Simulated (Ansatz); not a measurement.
Effect of pressure 10 GPa on Au

Take Au in the hcp (Mg type) structure (space group P6_3/mmc, No. 194; a = 2.8621 Å, c = 4.8024 Å) as the base.

It is then changed as follows: cell and atoms relaxed at a pressure of 10 GPa.

Level of theory: Kohn–Sham DFT with the PBEsol functional, run in Ansatz (a first-principles code) with PAW and 420 eV plane waves, scalar-relativistic without spin-orbit coupling. Γ-centred 19×19×10 mesh, Fermi–Dirac width 0.05 eV.

```
quantity                           base   changed     shift
-----------------------------  --------  --------  --------
volume per atom                17.03 Å³  16.20 Å³  -0.83 Å³
lattice parameter a             2.862 Å   2.818 Å  -0.044 Å
c/a ratio                         1.678     1.671    -0.007
shortest interatomic distance   2.862 Å   2.818 Å  -0.044 Å
band gap                           zero      zero         –
```

Final structure:

```
CELL_PARAMETERS angstrom
      2.81850     0.00000     0.00000
     -1.40925     2.44089     0.00000
      0.00000     0.00000     4.71050
ATOMIC_POSITIONS crystal
  Au 0.33333 0.66667 0.25000
  Au 0.66667 0.33333 0.75000
```

Load acts through the strain it causes; cell and atoms are relaxed under it. Whether these cells are dynamically stable was not tested. Competing high-pressure phases were not computed. The base started in Cmcm and relaxed to P6_3/mmc at this level. This is not the structure that Au has at room temperature and ambient pressure.
